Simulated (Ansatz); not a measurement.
Response to strain in CdSe

Start from CdSe in the zinc blende structure (space group F-43m, No. 216).

```
CdSe
1.0
    0.00000     3.04079     3.04079
    3.04079     0.00000     3.04079
    3.04079     3.04079     0.00000
Cd Se
1 1
Direct
  0.00000   0.00000   0.00000
  0.25000   0.25000   0.25000
```

Cartesian axes are those of the cell as printed.

Strains are applied to the cell and any free atomic positions relax; under biaxial strain the out-of-plane vector relaxes too.

All numbers come from PBEsol in Ansatz (plane waves to 420 eV, PAW, no spin-orbit coupling).

Notes on the quantities. energy relative to the base: free energy F.

| biaxial strain, plane normal [111], relaxed out of plane (%) | energy relative to the base (meV/atom) |
|---|---|
| -2.5 | 9.6 |
| -2.08 | 6.6 |
| -1.67 | 4.3 |
| -1.25 | 2.4 |
| -0.83 | 1.1 |
| -0.42 | ? |
| 0 | 0.0 |

Question: Fit ΔE = Aε² + Bε³ (ε in %) to the rows shown and predict the withheld row.

Answer: Least squares on the printed values gives A = 1.54 and B = 0.0040 meV/atom (largest residual 0.0 meV/atom); this predicts 0.3 meV/atom, and the run gives 0.3 meV/atom, in agreement.

Stability against distortions was not tested.

Ansatz is a first-principles code.
